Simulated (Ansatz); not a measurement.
Band structure of Mg2Ge (Fm-3m, 3 atoms in the cell).

```
Mg2Ge
1.0
    0.00000     3.18430     3.18430
    3.18430     0.00000     3.18430
    3.18430     3.18430     0.00000
Mg Ge
2 1
Direct
  0.75000   0.75000   0.75000
  0.25000   0.25000   0.25000
  0.00000   0.00000   0.00000
```

Level of theory: LDA (PW92), PAW files made with PBE (plane waves; Ansatz, a first-principles code).

Settings: basis.ecutwfc = 420 eV; kpoints.mp_grid.grid = 9 9 9; hamiltonian.xc = lda; hamiltonian.pseudopotentials = {kind: paw} (the program's default PAW files); scf.occupations.method = gaussian; scf.occupations.width = 0.05 eV; kpoints.band_path.npoints = 8.

The starting cell comes from a database of computed structures (which also holds hypothetical and non-ambient phases and stackings), without a prior relaxation at this level.

Predict the gap along the standard path and the places of the band edges.

The gap along the path is 0.14 eV, from Γ to X; the smallest direct gap on it is 0.94 eV.

Levels in eV from the top of the valence band on the path, bands 14 to 20:
```csv
point,14,15,16,17,18,19,20
Γ,-9.81,0.00,0.00,0.00,0.94,2.81,2.81
X,-8.12,-4.55,-2.01,-2.01,0.14,0.50,7.86
W,-8.09,-3.70,-3.70,-2.70,2.78,3.71,3.75
K,-8.15,-4.12,-3.52,-1.68,0.69,3.10,6.00
L,-8.58,-4.87,-0.74,-0.74,0.93,2.77,2.77
U,-8.15,-4.12,-3.52,-1.68,0.69,3.10,6.00
```

Keys are those of Ansatz 0.2.
